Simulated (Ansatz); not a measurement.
## MgCu$_{2}$ in the cubic Laves (MgCu2 type) structure (space group Fd-3m, No. 227)

```xyz
6
Lattice="0.0000 3.4672 3.4672 3.4672 0.0000 3.4672 3.4672 3.4672 0.0000" Properties=species:S:1:pos:R:3 pbc="T T T"
Mg     3.4672     3.4672     3.4672
Mg     5.2008     5.2008     5.2008
Cu     2.6004     0.8668     2.6004
Cu     0.8668     0.8668     0.8668
Cu     0.8668     2.6004     2.6004
Cu     2.6004     2.6004     0.8668
```

The values are results of PBEsol (Ansatz, an electronic-structure program; PAW; 420 eV plane waves; no spin-orbit coupling), not measurements. Γ-centred 12×12×12 mesh, Fermi–Dirac width 0.05 eV.

| Property | Value |
|---|---|
| Volume per atom | 13.89 Å³ |
| Density | 6.03 g/cm³ |
| Band gap | zero |
| Total energy | -5030.000 eV/atom (σ→0; compares only within this code and set-up) |

No phonon test of stability was made. All final runs are without spin polarisation.
